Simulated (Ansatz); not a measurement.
The reference is MgO in the rock salt structure (space group Fm-3m, No. 225; a = 4.204 Å). Axes: x, y, z lie along the cube axes.

Method: r2SCAN (Ansatz, a first-principles code, PAW, no spin-orbit coupling).

One thing is altered: every lattice vector is stretched by 3.00 %; the atoms relax in the strained cell.

Predict the stress tensor and what it implies for the stiffness.

Stress of the strained cell less that of the base (GPa, compression positive):
```
 -12.34    0.00    0.00
   0.00  -12.34    0.00
   0.00    0.00  -12.34
```

Then B = −ΔP/(ΔV/V₀) with ΔV/V₀ = 0.0927 gives secant stiffness values (nonlinear terms included at this strain): B ≈ 133 GPa.

As a check, the harmonic strain energy −½ V₀ Δσ:ε is 32 meV/atom; the computed energy rise is 36 meV/atom.

Whether these cells are dynamically stable was not tested.
